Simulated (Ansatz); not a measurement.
Here is the system:

```xyz
2
Lattice="0.0000 2.2789 2.2789 2.2789 0.0000 2.2789 2.2789 2.2789 0.0000" Properties=species:S:1:pos:R:3 pbc="T T T"
B      0.0000     0.0000     0.0000
P      1.1395     1.1395     1.1395
```

No spin polarisation.

Computed with LDA, PAW, 420 eV (Ansatz, a program for electronic structure; no spin-orbit coupling). k-mesh 13×13×13 (Γ-centred); smearing 0.05 eV (Fermi–Dirac).

Q: Predict the electron mass and pressure.

A: The electron mass is 1.2 mₑ along k, 0.23 mₑ across (off the special points). The pressure comes out as -72.2 kbar.

The levels and masses belong to the bands next to the band gap. The cells carry an imposed strain or load. Effective masses come from finite differences of ±0.01 Å⁻¹. Along k means along the line from Γ to the band edge. Whether these cells are dynamically stable was not tested. The cell was made from BP in the zinc blende structure (space group F-43m, No. 216) by this change: isotropic strain +1.50 %.
